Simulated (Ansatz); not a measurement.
This Ansatz (an electronic-structure program) input is the reference run, CdTe in the zinc blende structure (space group F-43m, No. 216), computed with LDA (Ansatz, PAW, no spin-orbit coupling):

Ansatz 0.2 input:
```yaml
crystal:
  lattice:
    - [0, 3.2043177815, 3.2043177815]
    - [3.2043177815, 0, 3.2043177815]
    - [3.2043177815, 3.2043177815, 0]
  atoms:
    - { symbol: Cd, position: [0, 0, 0] }
    - { symbol: Te, position: [0.25, 0.25, 0.25] }
basis: { ecutwfc: 420, ecutrho_ratio: 4, xc_grid: 2, fft_grid_basis: typed }
kpoints: { mp_grid: { grid: [9, 9, 9] } }
hamiltonian:
  xc: lda
  dispersion: none
  pseudopotentials: { kind: paw }
scf: { occupations: { method: fermi_dirac, width: 0.05 }, convergence: { dr2_threshold: 0.0000000002 } }
output: { forces: true, stress: true }
checkpoint: { write: state.ck, write_every: 1000 }
```

### Question
Write the input for this change: tensile biaxial strain of 2.00 % in the plane normal to [001], as in epitaxy on a mismatched substrate; the out-of-plane cell vector and the atoms relax.

### Answer
Ansatz 0.2 input:
```yaml
crystal:
  lattice:
    - [4.622221458, 0, 0]
    - [0, 4.622221458, 0]
    - [2.311110729, -2.311110729, 3.1722746037]
  atoms:
    - { symbol: Cd, position: [0, 0, 0] }
    - { symbol: Te, position: [0.75, 0.75, 0.5] }
basis: { ecutwfc: 420, ecutrho_ratio: 4, xc_grid: 2, fft_grid_basis: typed }
kpoints: { mp_grid: { grid: [9, 9, 9] } }
hamiltonian:
  xc: lda
  dispersion: none
  pseudopotentials: { kind: paw }
scf: { occupations: { method: fermi_dirac, width: 0.05 } }
relax: { f_tol: 0.005, max_steps: 50, cell: { stress_tol: 0.01, fix: [a, b, gamma] } }
output: { forces: true, stress: true }
checkpoint: { write: state.ck, write_every: 1000 }
```
This is the input that was run; other choices of cell and start would serve too.

No phonon test of stability was made.
